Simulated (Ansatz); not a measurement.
## How far a parabola holds: energy against volume of cubic perovskite CsSrF3

Cubic perovskite CsSrF3, treated with PBEsol (PAW; Ansatz, a program for electronic structure). Run with plane-wave cutoff 520 eV, 8×8×8 k mesh, Fermi–Dirac smearing 0.01 eV, scalar-relativistic PAW data made under PBE. The cell has no free parameter but its volume, all volumes share cutoff and mesh, and the runs aren't spin-polarised. Energies are free energies at the run's smearing, counted from the lowest row; static lattice.

```
V (Å³/atom)  E (meV/atom)
-----------  ------------
20.414               5.02
20.839               1.20
21.265               0.00
21.690               1.12
22.115               4.31
22.541                  ?
```

Fit E of the 5 rows that show it with a parabola. With u = V - 21.3, the rows have u = -0.8860, -0.4610, -0.0350, 0.3900, 0.8150. Least squares gives E = -0.010 + 0.1056·u + 6.4550·u². Residuals (row less fit): 0.056, -0.113, 0.006, 0.107, -0.054; standard error 0.123 (degrees of freedom: 2). The fitted curve has its minimum at V = 21.3, where E = -0.01. Its curvature is d²E/dV² = 2 × 6.4550 meV/Å⁶, so B = V0·d²E/dV² × 0.1602 = 44.0 GPa.

### Question
Estimate the missing E (V = 22.541); what did the run itself give?

### Answer
u = 1.2410, so E = -0.010 + 0.1056 × 1.2410 + 6.4550 × 1.2410² = 10.062 meV/atom. The calculation gives 9.34 meV/atom, 0.722 meV/atom below the prediction (7.7 % of the range of E in the table). The row lies outside the fitted rows, so this is an extrapolation. From the scatter of the fitted rows alone, a prediction at this place has a standard error of 0.292 meV/atom, so the miss is 2.5 times that.

The residuals are curvature that a parabola lacks, not noise. A solid that stiffens under compression and softens on expansion lies above the parabola at the compressed end and under it at the expanded end, as this row does. A third-order Birch-Murnaghan fit to the whole scan has B0 = 43.7 GPa. Only scans are tabulated whose curvature falls smoothly with volume, and where the parabola meets the shown rows within 5 % of their range and misses the end by 0.1 meV or more.

Note: the relaxation could not lower the start's symmetry, so the cell can be a saddle point above a distorted one.

Spin–orbit coupling is not included.
